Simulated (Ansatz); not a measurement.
The parent structure is BN in the wurtzite structure (space group P6_3mc, No. 186; a = 2.523 Å, c = 4.175 Å).

Level of theory: LDA, PAW, 420 eV (Ansatz, a first-principles code; spin-orbit coupling left out).

For the base:

| Property | Result |
|---|---|
| Electron mass | 0.30 mₑ along c, 0.50 mₑ across (at K) |
| Band gap | 4.93 eV |

Now apply this change: every lattice vector is shortened by 1.80 %; the atoms relax in the strained cell.

Q: What happens to the energy relative to the base?

A: The energy increases by 22 meV/atom.

Q: What does the calculation give for the electron mass after the change?

A: The electron mass becomes 0.29 mₑ along c, 0.48 mₑ across (at K) (base: 0.30 mₑ along c, 0.50 mₑ across (at K)).

Q: What does the calculation give for the band gap after the change?

A: The band gap decreases by 0.13 eV, from 4.93 eV to 4.80 eV.

Masses are band curvatures over ±0.01 Å⁻¹ around the edge. No phonon test of stability was made.
